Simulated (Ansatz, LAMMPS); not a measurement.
Crystalline Ge, 1728 atoms, one frame of classical dynamics at 100 K, cell scaled from the potential's lattice parameter to the PBE one and held. Cell 34.56 × 34.56 × 34.56 Å, Ge1728, 1728 atoms. Prepared with LAMMPS with Tersoff's 1989 multicomponent potential (SiCGe.tersoff): 30 ps at 100 K at fixed volume, last frame. 

Basis: localised support functions (accuracy medium) on a full density matrix. k-points: zone centre alone; occupations: Fermi-Dirac, 0.010 eV; spin polarisation not allowed. No spin-orbit coupling.

What is the computed energy, gap and bonding (PBE, support functions at accuracy medium on the grid of 370 eV run with Ansatz, a program for electronic structure)?


- energy of this one frame (with the electrons' smearing term) over the static perfect crystal, per atom = 9 meV/atom
- electronic character of the cell = no gap resolved at this smearing
- coordination (neighbours within 2.957 Å) = 100.0 % 4-fold
- Ge-Ge bonds, mean ± spread = 2.495 ± 0.031 Å
- bond angles, mean ± spread = 109.5° ± 1.5°
- pressure (static part) = 0.14 GPa
